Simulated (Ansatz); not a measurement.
Consider MgS in the rock salt structure (space group Fm-3m, No. 225; a = 5.203 Å). Axes: x, y, z lie along the cube axes.

The values are results of plane-wave PAW DFT at the r2SCAN level (Ansatz, an electronic-structure program, 500 eV), no spin-orbit coupling, not measurements.

Strains are applied to the cell and any free atomic positions relax.

One change was made to it. Results:

```json
[
 {"quantity": "shortest interatomic distance", "base": "2.602 Å", "after": "2.602 Å"},
 {"quantity": "valence-band top at Γ (three highest levels, from the VBM)", "base": "0.00, 0.00, 0.00 eV", "after": "0.00, -0.11, -0.22 eV"},
 {"quantity": "band gap", "base": "3.46 eV", "after": "3.33 eV"}
]
```

Question: Which change produced these results?
A) tensor shear ε_xy = +1.14 %
B) tensor shear ε_xy = +1.43 %
C) tensor shear ε_xy = +0.57 %
D) tensor shear ε_xy = +1.71 %

Answer: A, tensor shear ε_xy = +1.14 %. For comparison, the band gap in the other runs: tensor shear ε_xy = +0.57 % gives 3.40 eV; tensor shear ε_xy = +1.71 % gives 3.24 eV; tensor shear ε_xy = +1.43 % gives 3.29 eV.

Stability against distortions was not tested.
